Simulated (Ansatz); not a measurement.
# Pressure series in Nb2C

Base system: Nb2C (space group Pnma, No. 62; a cell from a computed database, its experimental status unchecked).

```
Nb2C
1.0
   10.86798     0.00000     0.00000
    0.00000     3.07372     0.00000
    0.00000     0.00000     4.94729
Nb C
8 4
Direct
  0.29599   0.75000   0.73647
  0.70401   0.25000   0.26353
  0.20401   0.25000   0.23647
  0.79599   0.75000   0.76353
  0.54502   0.25000   0.75408
  0.45498   0.75000   0.24592
  0.95498   0.75000   0.25408
  0.04502   0.25000   0.74592
  0.37523   0.25000   0.99164
  0.62477   0.75000   0.00836
  0.12477   0.75000   0.49164
  0.87523   0.25000   0.50836
```

Cell and atoms are relaxed at each pressure.

Level of theory: PBEsol, PAW, 420 eV (Ansatz, a program for electronic structure; scalar-relativistic without spin-orbit coupling).

```csv
pressure (GPa),volume per atom (Å³/atom)
-2,13.889
-1,13.830
0,13.772
0.3,13.755
0.7,?
1.5,13.687
3,13.605
7.5,13.373
10,13.252
```

**Question.** Fit the third-order Birch–Murnaghan form P(V) = (3B₀/2)[(V₀/V)^(7/3) − (V₀/V)^(5/3)]·[1 + (3/4)(B₀′ − 4)((V₀/V)^(2/3) − 1)] (squares taken in P) to the rows shown and predict the withheld row.

**Answer.** Least squares on the printed values gives V₀ = 13.772 Å³/atom, B₀ = 240 GPa, B₀′ = 4.1; this predicts 13.732 Å³/atom, and the run gives 13.732 Å³/atom, in agreement.

Load acts through the strain it causes; cell and atoms are relaxed under it. Stability against distortions was not tested. No other phases were tried under pressure. The final runs are not spin-polarised.
